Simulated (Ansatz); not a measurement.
**corundum: the defect Ge on the Al site (broken-bond start)**

All values below come from PBE, PAW (plane waves to 420 eV; Ansatz, a program for electronic structure). A 2×2×1 supercell of 120 sites was used; the energies come from a 2×2×2 Γ-centred sampling of its zone. Sites at the start: the Al site; started 0.95 Å off site, one bond broken. Energies of charged states are corrected for periodic images (point charge plus alignment at distant sites). Dielectric constants: PBE linear response of the host. Host gap at this level: 5.85 eV. These values are not converged in cell size to better than tenths of an eV. PBE underestimates the host's gap, which shifts levels and can delocalise carriers. Spin–orbit coupling is left out. Each state is the lowest found from its start.

```tsv
charge	moment (μB)	point group	largest move off a lattice site (Å)	image correction with alignment (eV)
+1	not spin-polarised	C3	0.07	0.26
0	1.0	C3	0.16	0.00
−1	not spin-polarised	C3	0.30	0.09
```

Point groups are those of the whole cell at tolerances of 0.03 and 0.1 Å ("near" where only the looser one holds); none is given for unsettled states.

No other site or start that was run ended lower by more than 0.1 eV.

Transition levels above the valence-band maximum: ε(+1/0) = 4.26 eV; ε(0/−1) = 3.88 eV. On the lower envelope of the bound states, inside the gap: (+1/−1) at 4.07 eV; the others aren't thermodynamic.

Flagged in the runs: a host whose relaxation on this sampling wasn't shown to rest, a strain field that reaches the edge of the cell.
